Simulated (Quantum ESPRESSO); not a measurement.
**Quick settings and what they miss: LaAg3 (Fm-3m, 4 atoms in the cell)**

Self-consistent single point.

```
LaAg3
1.0
    0.00000     3.55194     3.55194
    3.55194     0.00000     3.55194
    3.55194     3.55194     0.00000
La Ag
1 3
Direct
  0.00000   0.00000   0.00000
  0.25000   0.25000   0.25000
  0.75000   0.75000   0.75000
  0.50000   0.50000   0.50000
```

Method: PBEsol, GBRV 1.5 ultrasoft (PBESOL) pseudopotentials (plane waves; Quantum ESPRESSO).

Base settings: ecutwfc = 40 Ry; ecutrho = 320 Ry; occupations = smearing; smearing = mp; degauss = 0.0099958 Ry; potentials = {La: la_pbesol_v1.uspp.F.UPF, Ag: ag_pbesol_v1.4.uspp.F.UPF}; K_POINTS = automatic 8 8 8 0 0 0; conv_thr = 1e-09 Ry; mixing_beta = 0.5.

Tight run (finer mesh or higher cutoff; not a proven limit): ecutwfc: 40 Ry → 56 Ry; ecutrho: 320 Ry → 448 Ry; conv_thr: 1e-09 Ry → 7.3e-11 Ry; K_POINTS: automatic 8 8 8 0 0 0 → automatic 11 11 11 0 0 0. It gave Fermi level (on the code's own zero) 14.43 eV; pressure -2.24 GPa.

Quick runs, as changes from the base:
- A: the base itself
- B: K_POINTS: automatic 8 8 8 0 0 0 → automatic 4 4 4 1 1 1
- C: ecutwfc: 40 Ry → 20 Ry; ecutrho: 320 Ry → 160 Ry; K_POINTS: automatic 8 8 8 0 0 0 → automatic 4 4 4 0 0 0
- D: ecutwfc: 40 Ry → 28 Ry; ecutrho: 320 Ry → 224 Ry; smearing: mp → cold; pseudopotentials: {La: la_pbesol_v1.uspp.F.UPF, Ag: ag_pbesol_v1.4.uspp.F.UPF} → {La: la_lda_v1.uspp.F.UPF, Ag: ag_lda_v1.4.uspp.F.UPF} [LDA (PZ)]
- E: ecutwfc: 40 Ry → 32 Ry; ecutrho: 320 Ry → 256 Ry; conv_thr: 1e-09 Ry → 7.3e-05 Ry; pseudopotentials: {La: la_pbesol_v1.uspp.F.UPF, Ag: ag_pbesol_v1.4.uspp.F.UPF} → {La: la_lda_v1.uspp.F.UPF, Ag: ag_lda_v1.4.uspp.F.UPF}; K_POINTS: automatic 8 8 8 0 0 0 → automatic 6 6 6 0 0 0 [LDA (PZ)]
- F: ecutwfc: 40 Ry → 20 Ry; ecutrho: 320 Ry → 160 Ry

Dashes: time of C, under 30 s; energy of D, E, another energy zero; pressure of E, not trusted under this conv_thr with d or f elements.

† marks runs with another functional, U, potentials or spin treatment: their distance from the tight run is not a convergence error alone.

The count of work is k-points × plane waves × bands × iterations; it is no time. Core times come from one kind of shared machine and are given to one figure; runs under 30 s give none.

The starting cell comes from a database of computed structures (which also holds hypothetical and non-ambient phases and stackings), without a prior relaxation at this level. Its lattice was rescaled by a random factor within 2.5 % of one.

| run | energy less tight (meV/atom) | pressure less tight (GPa) | count of work / tight | core time / tight (rough) |
|---|---|---|---|---|
| A | 34.6 | -0.71 | 0.32 | 0.3 |
| B | 30.6 | -0.68 | 0.10 | 0.2 |
| C | 9638.1 | -354.00 | 0.038 | – |
| D† | – | -20.21 | 0.17 | 0.2 |
| E† | – | – | 0.083 | 0.1 |
| F | 9779.6 | -357.67 | 0.13 | 0.1 |

Among the runs at the tight run's level, the energy misses run from 30.6 to 9779.6 meV/atom.
